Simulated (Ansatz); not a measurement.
Band structure of SiMo₃ (Pm-3n, 8 atoms in the cell).

```xyz
8
Lattice="4.8897 0.0000 0.0000 0.0000 4.8897 0.0000 0.0000 0.0000 4.8897" Properties=species:S:1:pos:R:3 pbc="T T T"
Si     2.4449     2.4449     2.4449
Si     0.0000     0.0000     0.0000
Mo     0.0000     2.4449     1.2224
Mo     0.0000     2.4449     3.6673
Mo     1.2224     0.0000     2.4449
Mo     3.6673     0.0000     2.4449
Mo     2.4449     1.2224     0.0000
Mo     2.4449     3.6673     0.0000
```

Level of theory: PBE, PAW files (plane waves; Ansatz, an electronic-structure program).

Settings: basis.ecutwfc = 30.9 Ry; kpoints.mp_grid.grid = 5 5 5; hamiltonian.xc = pbe; hamiltonian.pseudopotentials = {kind: paw} (the program's default PAW files); scf.occupations.method = fermi_dirac; scf.occupations.width = 0.01 Ry; kpoints.band_path.npoints = 8.

The starting cell comes from a database of computed structures (which also holds hypothetical and non-ambient phases and stackings), without a prior relaxation at this level. Spin polarisation is off.

Levels in eV from the Fermi level, bands 42 to 49:
| point | 42 | 43 | 44 | 45 | 46 | 47 | 48 | 49 |
|---|---|---|---|---|---|---|---|---|
| Γ | -2.17 | -1.58 | -1.58 | 1.23 | 1.23 | 1.23 | 2.05 | 2.35 |
| X | -2.45 | -1.72 | -1.72 | 0.22 | 0.22 | 0.92 | 0.92 | 1.50 |
| M | -1.24 | -1.12 | -0.90 | -0.90 | -0.79 | -0.70 | -0.51 | -0.14 |
| R | -1.76 | -1.22 | -1.22 | -1.22 | -1.22 | -1.22 | -1.22 | 1.25 |

Bands cross the Fermi level along this path, so the cell is metallic at this level.

Keys are those of Ansatz 0.2.
